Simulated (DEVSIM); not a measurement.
Structure: Cr/Al2O3/n-In0.53Ga0.47As capacitor, at 250 K.

| layer (left to right) | material | thickness (nm) | Nd (cm⁻³) |
|---|---|---|---|
| 1 | Al2O3 | 7.30 | - |
| 2 | In0.53Ga0.47As | 14000 | 1.6e15 |

Metal gate on the left, work function 4.5 eV. Fixed charge at the semiconductor interface -3.3e11 cm⁻² (in units of +e); no interface traps.

Constants are typed, rounded textbook-type inputs, not results; the design itself was drawn at random and stands for no fabricated device. Values at 300 K; Nc and Nv go as T^1.5, mobilities as T to minus their exponent, the gap by Varshni's rule with the affinity fixed.

```
parameter         Al2O3  In0.53Ga0.47As
----------------  -----  --------------
gap (eV)            6.8            0.74
affinity (eV)      1.35            4.51
permittivity          9            13.9
Nc (cm⁻³)             -          2.1e17
Nv (cm⁻³)             -          7.7e18
Varshni α (eV/K)      -         0.00035
Varshni β (K)         -             190
```

Model (solved in DEVSIM): 1D Poisson equation in equilibrium, Boltzmann statistics, complete ionisation; no quantum confinement or tunnelling. Metal contacts follow the ideal Schottky-Mott rule: no Fermi-level pinning, no interface dipoles.

The substrate doping was swept, all else fixed.

| substrate doping (cm^-3) | minimum of the low-frequency capacitance (μF/cm²) | threshold voltage (band bending 2φF) (V) | flat-band voltage (V) |
|---|---|---|---|
| 8e13 | 0.00573 | -0.48 | -0.13 |
| 1.6e14 | 0.00778 | -0.49 | -0.11 |
| 3.2e14 | 0.0103 | -0.51 | -0.10 |
| 8e14 | ? | ? | -0.08 |
| 1.6e15 | 0.0209 | -0.56 | -0.06 |
| 3.2e15 | 0.0278 | -0.58 | -0.05 |

Complete the blanks.


- 8e14, minimum of the low-frequency capacitance (μF/cm²): 0.0153
- 8e14, threshold voltage (band bending 2φF) (V): -0.54
